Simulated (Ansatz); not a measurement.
We look at the formation energy of the neutral V_C in WC (P-6m2). Reaction: 27 WC (P-6m2) → cell A + C (graphite).

Cell A: a supercell of 54 sites of WC (P-6m2) with one empty C site amid 6 W; spin state with PBE: run without spin, k-point mesh 3×3×3.
```xyz
53
Lattice="8.7070 0.0000 0.0000 -4.3535 7.5405 0.0000 0.0000 0.0000 8.4981" Properties=species:S:1:pos:R:3 pbc="T T T"
W     -0.0026     0.0015     0.0000
C      1.4458     0.8404     1.4191
W      0.0007    -0.0004     2.8356
C      1.4578     0.8595     4.2490
W      0.0007    -0.0004     5.6624
C      1.4458     0.8404     7.0790
W     -1.4512     2.5106     0.0000
C     -0.0004     3.3454     1.4191
W     -1.4512     2.5143     2.8356
C      0.0221     3.3463     4.2490
W     -1.4512     2.5143     5.6624
C     -0.0004     3.3454     7.0790
W     -2.9033     5.0265     0.0000
C     -1.4512     5.8649     1.4159
W     -2.9087     5.0234     2.8338
C     -1.4512     5.8649     4.2490
W     -2.9087     5.0234     5.6643
C     -1.4512     5.8649     7.0822
W      2.9023     0.0011     0.0000
C      4.3589     0.8404     1.4191
W      2.9023     0.0073     2.8338
C      4.3469     0.8595     4.2490
W      2.9023     0.0073     5.6643
C      4.3589     0.8404     7.0790
W      1.4539     2.5151     0.0000
C      2.9023     3.3513     1.4249
W      1.4523     2.5141     2.8135
W      1.4523     2.5141     5.6846
C      2.9023     3.3513     7.0732
W      0.0010     5.0265     0.0000
C      1.4561     5.8682     1.4191
W      0.0063     5.0234     2.8338
C      1.4666     5.8483     4.2490
W      0.0063     5.0234     5.6643
C      1.4561     5.8682     7.0790
W      5.8073     0.0015     0.0000
C      7.2559     0.8378     1.4173
W      5.8040    -0.0004     2.8356
C      7.2559     0.8378     4.2490
W      5.8040    -0.0004     5.6624
C      7.2559     0.8378     7.0808
W      4.3508     2.5151     0.0000
C      5.8051     3.3454     1.4191
W      4.3524     2.5141     2.8135
C      5.7826     3.3463     4.2490
W      4.3524     2.5141     5.6846
C      5.8051     3.3454     7.0790
W      2.9023     5.0238     0.0000
C      4.3486     5.8682     1.4191
W      2.9023     5.0258     2.8135
C      4.3381     5.8483     4.2490
W      2.9023     5.0258     5.6846
C      4.3486     5.8682     7.0790
```

Reference: C (graphite, P6₃/mmc), 4 atoms in the cell, k-point mesh 18×18×6 on the run's own vectors. Conventional cell: a = b = 2.4650 Å, c = 6.7411 Å, α = β = 90.00°, γ = 120.00°.

Reference: WC (P-6m2), 54 atoms in the cell, the relaxed perfect crystal repeated, atoms not moved again; spin state with PBE: run without spin, k-point mesh 3×3×3 on the run's own vectors.

Computed with Ansatz (plane waves, PAW), its PAW set soft_1, cutoff 420 eV, 500 eV for r2SCAN. The structures are at rest with PBE+D3(BJ), within the held lattices; other levels are single points on them. Neutral cells; Fermi-Dirac smearing of at most 0.05 eV in the solids, energies taken to zero width. The lattices are those relaxed with PBE+D3(BJ), so at other levels the solids can be strained, which adds to the spread. Larger cells are relaxed from a start prepared with the learned potential CHGNet, on a coarser mesh till forces fall under 0.03 eV/Å, which some starts already meet. A dispersion term (D3(BJ), or D4 for r2SCAN) was computed beside these levels and is taken off wherever the name lacks it. Space groups of crystals are read within 0.01 Å. No zero-point or thermal terms. Cells are local rest points, mostly with their start's symmetry. Spin-orbit coupling is left out. No correction for cell size. Mesh and cell size may move defect energies by 0.1 eV or more. The value holds for the reservoirs listed; other chemical potentials shift it. Cell A has symmetry P-6m2 within 0.02 Å and got no random move, so less symmetric positions, which may lie lower, weren't tried.

Task: What value does r2SCAN+D4 give?

Result: 2.71 eV, for 27 WC (P-6m2) → cell A + C (graphite).

Task: What do the other levels give, and how wide is the spread?

Result: 
| Functional | value (eV) | less r2SCAN+D4 |
|---|---|---|
| PBE | 2.33 | -0.38 |
| PBE+D3(BJ) | 2.62 | -0.09 |

The levels shown span 0.38 eV, from PBE (2.33) to r2SCAN+D4 (2.71).

Ansatz is a program for electronic structure.
